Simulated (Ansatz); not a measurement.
Base system: Ca2Si (space group Fm-3m, No. 225; a = 7.1600 Å; a model cell, its experimental status unchecked). Axes: x, y, z lie along the cube axes.

The values are results of r2SCAN (Ansatz, a quantum-chemistry and plane-wave program), without spin-orbit coupling, not measurements.

A first run, uniaxial strain ε_xx = +1.15 %, gives secant values C11 ≈ 87 GPa and C12 ≈ 14 GPa from its stress. A second run applies isotropic strain +2.07 %.

Q: What does linear elasticity predict for the bulk modulus −ΔP/(ΔV/V₀) in the second run, and what does the run give?

A: Linear elasticity: (C11 + 2 C12)/3 = 38 GPa. The run gives 34 GPa; any difference comes from nonlinear terms at these strains and numerical noise.

No phonon test of stability was made.
